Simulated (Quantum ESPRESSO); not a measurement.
A self-consistent single point of SnSe2 (P-3m1, 3 atoms in the cell) with Quantum ESPRESSO.

Method: PBEsol, SSSP 1.1.2 efficiency (PBE) pseudopotentials (plane waves; Quantum ESPRESSO).

```
SnSe2
1.0
    3.76391     0.00000     0.00000
   -1.88196     3.25964     0.00000
    0.00000     0.00000     6.35422
Sn Se
1 2
Direct
  0.00000   0.00000   0.00000
  0.66667   0.33333   0.75710
  0.33333   0.66667   0.24290
```

Reference input (self-consistent single point, DFT, PBE, plane waves, SSSP 1.1.2 efficiency (PBE) pseudopotentials): ecutwfc = 40 Ry; ecutrho = 320 Ry; occupations = fixed; potentials = {Sn: Sn_pbe_v1.uspp.F.UPF, Se: Se_pbe_v1.uspp.F.UPF}; K_POINTS = automatic 8 8 4 0 0 0; nbnd = 21; conv_thr = 1e-11 Ry. This run's input differs from it in these lines:

```diff
@@ -18,2 +18,3 @@
   nbnd = 21
+  input_dft = 'pbesol'
 /
```

Output (repeated stretches shortened):

```
     Self-consistent Calculation

     iteration #  1     ecut=    40.00 Ry     beta= 0.70

     total energy              =    -249.22582276 Ry
     estimated scf accuracy    <       0.50358229 Ry

     iteration #  2     ecut=    40.00 Ry     beta= 0.70

     total energy              =    -249.35020975 Ry
     estimated scf accuracy    <       0.29179582 Ry

     iteration #  3     ecut=    40.00 Ry     beta= 0.70

     total energy              =    -249.42454198 Ry
     estimated scf accuracy    <       0.04762343 Ry

   [... 5 blocks of this kind left out ...]

     iteration #  9     ecut=    40.00 Ry     beta= 0.70

     total energy              =    -249.43444984 Ry
     estimated scf accuracy    <          2.9E-11 Ry

     iteration # 10     ecut=    40.00 Ry     beta= 0.70
     End of self-consistent calculation

     highest occupied, lowest unoccupied level (ev):     6.3752    7.1290

!    total energy              =    -249.43444984 Ry
     estimated scf accuracy    <          3.2E-13 Ry

     convergence has been achieved in  10 iterations

     Forces acting on atoms (cartesian axes, Ry/au):

     atom    1 type  1   force =     0.00000000   -0.00000000    0.00000000
     atom    2 type  2   force =     0.00000000    0.00000000   -0.02638817
     atom    3 type  2   force =    -0.00000000    0.00000000    0.02638817

     Total force =     0.037319     Total SCF correction =     0.000000

          total   stress  (Ry/bohr**3)                   (kbar)     P=       36.55
   0.00023874  -0.00000000   0.00000000           35.12       -0.00        0.00
  -0.00000000   0.00023874   0.00000000           -0.00       35.12        0.00
   0.00000000   0.00000000   0.00026784            0.00        0.00       39.40

   JOB DONE.
```

The run converged in 10 iterations. Against the reference run the pressure goes from 6.57 to 3.65 GPa, the largest force goes from 0.877 to 0.678 eV/Å and the gap on the mesh goes from 0.831 to 0.754 eV.

The starting cell comes from a database of computed structures (which also holds hypothetical and non-ambient phases and stackings), without a prior relaxation at this level. Its lattice was rescaled by a random factor within 2.5 % of one. With a pressure of about 4 GPa the cell is away from its equilibrium volume at this level.
